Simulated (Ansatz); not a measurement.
# tetragonal MoSi2 (1 1 0) on zinc-blende InSb (1 1 1) (film strained to the substrate, started from cuts of the bulks and a machine-learned relaxation; slabs In4Sb4 and Mo4Si8, which can lie off the formulas)

A periodic stack without vacuum, tetragonal MoSi2 (1 1 0) on zinc-blende InSb (1 1 1) (film strained to the substrate, started from cuts of the bulks and a machine-learned relaxation; slabs In4Sb4 and Mo4Si8, which can lie off the formulas): substrate slab In4Sb4, film Mo4Si8, surface cells [[0, -1], [1, -1]] and [[-1, -1], [0, -1]], film strained by +3.2 and +3.3 %, outermost planes In/Sb and MoSi/MoSi as cut, which need not be the usual terminations and can put a slab off its formula.

The start was prepared with a machine-learned potential, and the result is one local minimum, with the in-plane cell held and forces under 0.04 eV/Å; the film can end far from its bulk form.

Calculation: PBE (plane waves to 420 eV, PAW; Ansatz, an electronic-structure program). Scalar-relativistic, without spin–orbit coupling; the runs are not spin-polarised. Its k-point mesh 8×8×1, Fermi–Dirac width 0.05 eV.

* **interface area**: 19.1 Å²
* **period**: 25.03 Å
* **heights between the nearest atoms of the two slabs at the two interfaces**: 2.72 and 2.72 Å
* **In–Mo contacts across the interfaces within 1.22 times the sum of covalent radii**: 1, mean 2.82 Å
* **Mo–Sb contacts across the interfaces within 1.22 times the sum of covalent radii**: 1, mean 2.76 Å

```xyz
20
Lattice="4.6904 0.0033 -0.1734 2.3480 4.0632 0.0756 -0.1197 2.3299 25.1696" Properties=species:S:1:pos:R:3 pbc="T T T"
In     0.5201     1.4671     1.3543
In     3.0529     2.6338     5.3383
In     5.5379     3.8400     9.1488
In     1.0137     0.9546    13.0402
Sb     2.9228     2.7672     2.4989
Sb     3.0868    -0.1124     6.2127
Sb     0.8820     1.0894    10.1862
Sb     3.3981     2.2674    14.1223
Mo     5.8491     6.2118    16.9504
Mo     4.7609     4.0896    19.1215
Mo     6.0113     6.0344    21.3706
Mo     4.9277     3.9112    23.5335
Si     1.1236     3.5221    16.9834
Si     3.5391     4.8359    16.9581
Si     2.3985     5.4546    19.2483
Si     2.4262     2.7295    19.1353
Si     1.3117     3.3287    21.4932
Si     3.6879     4.6670    21.4531
Si     2.5327     5.2944    23.7580
Si     2.6362     2.5250    23.6675
```
